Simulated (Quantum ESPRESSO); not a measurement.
# Convergence series on Mg14ZnSn (Amm2, 16 atoms in the cell)

```
Mg14ZnSn
1.0
   10.42985     0.00000     0.00000
    0.00000     3.16276     5.44916
    0.00000    -3.16276     5.44916
Mg Zn Sn
14 1 1
Direct
  0.00000   0.16633   0.16633
  0.00000   0.66650   0.66650
  0.50000   0.16652   0.66638
  0.50000   0.66638   0.16652
  0.00000   0.16664   0.66712
  0.00000   0.66712   0.16664
  0.25034   0.33199   0.83551
  0.74966   0.83551   0.33199
  0.74966   0.33199   0.83551
  0.25034   0.83551   0.33199
  0.25013   0.33235   0.33235
  0.74987   0.33235   0.33235
  0.24789   0.83351   0.83351
  0.75211   0.83351   0.83351
  0.50000   0.16704   0.16704
  0.50000   0.66673   0.66673
```

Method of the run: PBEsol, SSSP 1.1.2 efficiency (PBE) pseudopotentials (plane waves; Quantum ESPRESSO).

The starting cell comes from a database of computed structures (which also holds hypothetical and non-ambient phases and stackings), without a prior relaxation at this level.

Held fixed: occupations = smearing; smearing = cold; degauss = 0.0073499 Ry; input_dft = pbesol; potentials = {Mg: Mg.pbe-n-kjpaw_psl.0.3.0.UPF, Zn: Zn_pbe_v1.uspp.F.UPF, Sn: Sn_pbe_v1.uspp.F.UPF}; K_POINTS = automatic 2 5 5 0 0 0; conv_thr = 1e-11 Ry; mixing_beta = 0.5. Moved along with it: ecutrho.

ΔF is the free energy per atom less that of the last row (65 Ry).

```tsv
ecutwfc	ΔF (meV/atom)	pressure (GPa)	largest force (eV/Å)	plane waves	iterations
20 Ry	1945.2	-64.01	0.178	3695	20
25 Ry	343.6	-15.57	0.200	5183	18
30 Ry	___	-3.93	0.206	6764	18
35 Ry	6.1	-1.32	0.208	8512	19
40 Ry	3.0	-0.96	0.208	10392	19
45 Ry	___	-1.01	0.208	12396	18
50 Ry	1.14	-1.02	0.208	14536	18
57 Ry	0.18	-0.97	0.208	17661	18
65 Ry	0.00	-0.97	0.208	21527	18
```

Problem. What belongs in the gaps?

Solution. 
- 30 Ry, ΔF (meV/atom): 50.2
- 45 Ry, ΔF (meV/atom): 2.5
